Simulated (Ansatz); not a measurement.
Ansatz (a first-principles code) run on TiPt₃ (Pm-3m, 4 atoms in the cell): self-consistent single point.

Level of theory: PBEsol, PAW files made with PBE (plane waves; Ansatz).

```yaml
crystal:
  lattice:
    - [3.92453, 0.00000, 0.00000]
    - [0.00000, 3.92453, 0.00000]
    - [0.00000, 0.00000, 3.92453]
  atoms:
    - { symbol: Ti, position: [0.00000, 0.00000, 0.00000] }
    - { symbol: Pt, position: [0.50000, 0.50000, 0.00000] }
    - { symbol: Pt, position: [0.00000, 0.50000, 0.50000] }
    - { symbol: Pt, position: [0.50000, 0.00000, 0.50000] }
```

Reference input (self-consistent single point, DFT, PBE, plane waves, PAW files): basis.ecutwfc = 30.9 Ry; kpoints.mp_grid.grid = 6 6 6; hamiltonian.xc = pbe; hamiltonian.pseudopotentials = {kind: paw} (the program's default PAW files); scf.occupations.method = gaussian; scf.occupations.width = 0.0073 Ry. This run's input differs from it in these lines:

Ansatz 0.2 input:
```diff
@@ -17,3 +17,3 @@
 hamiltonian:
-  xc: pbe
+  xc: pbesol
   pseudopotentials:
```

The program printed (abridged):

```
SCF iter   1: F=—  HF=-39645.239644 eV  |F-HF|=—  |Δ(HF+E_count)|=         —  Δρ=3.93e-1  dr2=1.78e2  ethr=3.10e-3  ⟨swp⟩=4.1  Hψ=2418  notcnv=0
all-band conjugate gradients solve this SCF's bands
preconditioner: auto → Kerker (q_TF=auto, 2.769 Å⁻¹)
SCF iter   2: F=—  HF=-39635.278839 eV  |F-HF|=—  |Δ(HF+E_count)|=    9.96e0  Δρ=1.49e-1  dr2=2.83e1  ethr=3.10e-3  ⟨swp⟩=2.4  Hψ=1573  notcnv=0  defer=30
   [... lines left out ...]
SCF iter   6: F=—  HF=-39633.573008 eV  |F-HF|=—  |Δ(HF+E_count)|=   9.36e-4  Δρ=4.74e-4  dr2=2.34e-4  ethr=6.97e-6  ⟨swp⟩=2.0  Hψ=1040  notcnv=0  defer=24
SCF iter   7: F=—  HF=-39633.572963 eV  |F-HF|=—  |Δ(HF+E_count)|=   4.49e-5  Δρ=1.48e-4  dr2=1.07e-5  ethr=3.55e-7  ⟨swp⟩=2.0  Hψ=1039  notcnv=0  defer=24
SCF iter   8: F=—  HF=-39633.572998 eV  |F-HF|=—  |Δ(HF+E_count)|=   3.48e-5  Δρ=3.34e-5  dr2=9.34e-7  ethr=1.62e-8  ⟨swp⟩=2.0  Hψ=1106  notcnv=0  defer=24
SCF iter   9: F=-39633.572998 eV  HF=-39633.572998 eV  |F-HF|=5.50e-8  |Δ(HF+E_count)|=   1.18e-7  Δρ=7.71e-6  dr2=6.47e-8  ethr=1.52e-10  ⟨swp⟩=8.3  Hψ=2976  notcnv=0
SCF 1 converged in 9 iterations: F = -39633.572998 eV  dr2 = 6.47e-8
Free energy (F): -39633.572998 eV
Internal energy: -39633.565858 eV  (E = F + TS)
E sigma→0 (E₀):  -39633.569428 eV
Entropy (-TS):   -0.007140 eV (-1.785 meV/atom)
Fermi energy:    21.836257 eV
--- Forces (eV/Å), atoms counted from 1 ---
  atom   1  Ti     0.00000000     0.00000000     0.00000000
   [... zero for the other atoms too ...]
--- Stress (GPa, compression-positive) ---
       -4.991631       0.000000      -0.000000
       -0.000000      -4.991631       0.000000
        0.000000       0.000000      -4.991631
  P = ⅓ Tr σ = -4.9916 GPa (-49.916 kbar)
  The stress holds the Pulay correction. Without it, at fixed plane waves, as pw.x and ABINIT print it: P = -5.0529 GPa
```

The run converged in 9 iterations. Against the reference run the pressure goes from 4.30 to -4.99 GPa.

The starting cell comes from a database of computed structures (which also holds hypothetical and non-ambient phases and stackings), without a prior relaxation at this level. Spin polarisation is off. With a pressure of about -5 GPa the cell is away from its equilibrium volume at this level. Ansatz's pressure includes its estimate of the finite-basis (Pulay) stress.
